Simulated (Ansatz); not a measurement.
For SiGe (model structure, Pmma, No. 51, 4 atoms in the cell), LDA in Ansatz (plane waves, PAW) gives:

```
Property                Value
---------------  ------------
bulk modulus B0      85.0 GPa
cohesive energy  4.93 eV/atom
band gap              0.26 eV
```

What does r²SCAN (Ansatz, a program for electronic structure, plane waves, PAW) give for the same quantities?


- bulk modulus: 84.6 GPa (shrinks by 0.5 %)
- cohesive energy: 4.26 eV/atom (shrinks by 0.67 eV/atom)
- band gap: 0.59 eV (grows by 0.33 eV)

Changes are worked out from the printed values.

Unless a cell is named, each level is at its own relaxed cell (LDA 20.81, r²SCAN 21.36 Å³/atom).

Levels without +SOC have no spin–orbit coupling; where heavier elements are present it shifts gaps, mostly down, and can invert bands. Density-functional gaps are differences of (generalised) Kohn–Sham levels.

Caveats: the bulk modulus is −V dP/dV from two relaxed cells at ±2 % in volume (LDA, r²SCAN). Ansatz's density-functional and Hartree–Fock values are scalar-relativistic unless marked +SOC, with PAW data made under PBE.

A model structure was made by putting elements into a prototype or built by hand; it is no filed structure, need not be a known phase, and can be a saddle point held by its symmetry.
